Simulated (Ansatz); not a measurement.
# How the band gap of MoSi2 (P6₂22, No. 180, 9 atoms in the cell; start mp-8938; a measured phase of this formula has another space group) moves with the method

No measured value is used here.

| level (code) | value (eV) | cell (Å³/atom) |
|---|---|---|
| LDA (Ansatz) | 0.02 | 13.22 |
| PBEsol+SOC (Ansatz) | 0.04 (indirect) | 13.22 |
| r²SCAN+SOC (Ansatz) | 0.15 (indirect) | 13.22 |
| r²SCAN-D4 (Ansatz) | 0.15 | 13.18 |
| r²SCAN+rVV10 (Ansatz) | 0.15 | 13.24 |

Computed values are for a static lattice. Levels without +SOC have no spin–orbit coupling; where heavier elements are present it shifts gaps, mostly down, and can invert bands.  LDA, PBEsol+SOC: the run has no spin polarisation, so it can have missed a magnetic state. PBEsol+SOC, r²SCAN+SOC, r²SCAN-D4: the gap is read on the k mesh or supercell of the run alone and can be too large. r²SCAN-D4: the relaxation could not lower the start's symmetry, so the cell can be a saddle point above a distorted one. Values are at the PBEsol cell; r²SCAN-D4 at the level's own equilibrium cell; r²SCAN+rVV10 at the level's own relaxed cell. Cutoffs and k meshes differ between the levels. Ansatz's density-functional and Hartree–Fock values are scalar-relativistic unless marked +SOC, with PAW data made under PBE.

A start named mp-… is a Materials Project structure, which need not be a measured phase.

Ansatz is a program for electronic structure.
